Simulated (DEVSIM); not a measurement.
Structure: Pt/Al2O3/SiO2/n-Si capacitor, at 300 K.

```tsv
layer (left to right)	material	thickness (nm)	Nd (cm⁻³)
1	Al2O3	9.90	-
2	SiO2	1.40	-
3	Si	900	4.1e17
```

Metal gate on the left, work function 5.6 eV. Fixed charge at the semiconductor interface -6.9e11 cm⁻² (in units of +e); interface traps 9.7e11 cm⁻² eV⁻¹, uniform in energy, neutral level at 0.3 of the gap above the valence band.

This is a model device: material constants are rounded textbook-type values typed into the input, and sizes, dopings and lifetimes were drawn at random. Values at 300 K; Nc and Nv go as T^1.5, mobilities as T to minus their exponent, the gap by Varshni's rule with the affinity fixed.

```csv
parameter,Al2O3,SiO2,Si
gap (eV),6.8,9,1.124
affinity (eV),1.35,0.9,4.05
permittivity,9,3.9,11.7
Nc (cm⁻³),-,-,2.86e19
Nv (cm⁻³),-,-,3.1e19
Varshni α (eV/K),-,-,0.000473
Varshni β (K),-,-,636
```

Model (solved in DEVSIM): 1D Poisson equation in equilibrium, Boltzmann statistics, complete ionisation; no quantum confinement or tunnelling. Metal contacts follow the ideal Schottky-Mott rule: no Fermi-level pinning, no interface dipoles.

Base results: minimum of the low-frequency capacitance (μF/cm²) 0.232; flat-band voltage (V) 1.80; capacitance of the dielectric stack (μF/cm²) 0.607.

Question: What follows from this one change: temperature 300 → 250 K?

Answer: minimum of the low-frequency capacitance 0.232 → 0.225 μF/cm²; flat-band voltage 1.80 → 1.83 V; capacitance of the dielectric stack little changed (0.607 μF/cm²).

Question: What follows from this one change: fixed charge -6.9e+11 → 1.65e+12 cm^-2?

Answer: minimum of the low-frequency capacitance little changed (0.230 μF/cm²); flat-band voltage 1.80 → 1.18 V; capacitance of the dielectric stack little changed (0.607 μF/cm²).

Question: What follows from this one change: Al2O3 thickness 0.0099 → 0.0054 μm?

Answer: minimum of the low-frequency capacitance 0.232 → 0.264 μF/cm²; flat-band voltage 1.80 → 1.67 V; capacitance of the dielectric stack 0.607 → 0.923 μF/cm².

Question: What follows from this one change: gate work function 5.6 → 5.75 eV?

Answer: minimum of the low-frequency capacitance little changed (0.229 μF/cm²); flat-band voltage 1.80 → 1.95 V; capacitance of the dielectric stack little changed (0.607 μF/cm²).

Question: What follows from this one change: interface trap density 9.7e+11 → 3e+11 cm^-2 eV^-1?

Answer: minimum of the low-frequency capacitance 0.232 → 0.187 μF/cm²; flat-band voltage 1.80 → 1.68 V; capacitance of the dielectric stack little changed (0.607 μF/cm²).

Question: What follows from this one change: substrate doping 4.1e+17 → 8.2e+16 cm^-3?

Answer: minimum of the low-frequency capacitance 0.232 → 0.180 μF/cm²; flat-band voltage 1.80 → 1.74 V; capacitance of the dielectric stack little changed (0.607 μF/cm²).
